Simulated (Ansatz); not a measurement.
Take Cs$_{2}$AgBiBr$_{6}$ (space group Fm-3m, No. 225; a = 10.996 Å) as the base. Axes: x, y, z lie along the cube axes.

The values are results of LDA, PAW, 420 eV (Ansatz, a quantum-chemistry and plane-wave program; no spin-orbit coupling), not measurements.

Strains are applied to the cell and any free atomic positions relax.

One change was made to it. Results:

```csv
quantity,base,after
smallest direct gap,2.20 eV,2.14 eV
energy relative to the base (free energy F),0 meV/atom,+4.8 meV/atom
```

Q: Which change produced these results?
(A) uniaxial strain ε_zz = +2.25 %
(B) uniaxial strain ε_zz = +3.00 %
(C) uniaxial strain ε_zz = +0.75 %

A: B, uniaxial strain ε_zz = +3.00 %. For comparison, the energy relative to the base in the other runs: uniaxial strain ε_zz = +0.75 % gives +0.3 meV/atom; uniaxial strain ε_zz = +2.25 % gives +2.8 meV/atom.

Spin-orbit coupling, missing from the scalar runs, can matter with Bi. Whether these cells are dynamically stable was not tested.
